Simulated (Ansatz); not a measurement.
## Sr$_{4}$P$_{2}$O (space group I4/mmm, No. 139; a cell from a computed database, its experimental status unchecked)

```cif
data_OP2Sr4
_chemical_formula_sum 'Sr4 P2 O1'
_space_group_name_H-M_alt 'P 1'
_space_group_IT_number 1
_cell_length_a 8.59531
_cell_length_b 8.59531
_cell_length_c 8.59531
_cell_angle_alpha 147.851
_cell_angle_beta 147.851
_cell_angle_gamma 46.106
loop_
_space_group_symop_operation_xyz
  'x, y, z'
loop_
_atom_site_label
_atom_site_type_symbol
_atom_site_fract_x
_atom_site_fract_y
_atom_site_fract_z
_atom_site_occupancy
Sr1 Sr 0.67509 0.67509 0.00000 1
Sr2 Sr 0.32491 0.32491 0.00000 1
Sr3 Sr 0.50000 0.00000 0.50000 1
Sr4 Sr 0.00000 0.50000 0.50000 1
P1 P 0.86505 0.86505 0.00000 1
P2 P 0.13495 0.13495 0.00000 1
O1 O 0.50000 0.50000 0.00000 1
```

Level of theory: DFT with PBEsol, PAW potentials and a 420 eV plane-wave cutoff in Ansatz (a quantum-chemistry and plane-wave program), spin-orbit coupling left out. k-mesh 10×10×10 (Γ-centred); smearing 0.05 eV (Fermi–Dirac).

```yaml
volume_per_atom: 25.60 Å³
density: 3.97 g/cm³
band_gap: "1.10 eV (uncertain: the edges found on the path are not clean extrema)"
total_energy: -2288.338 eV/atom (σ→0; compares only within this code and set-up)
```

Stability against distortions was not tested.
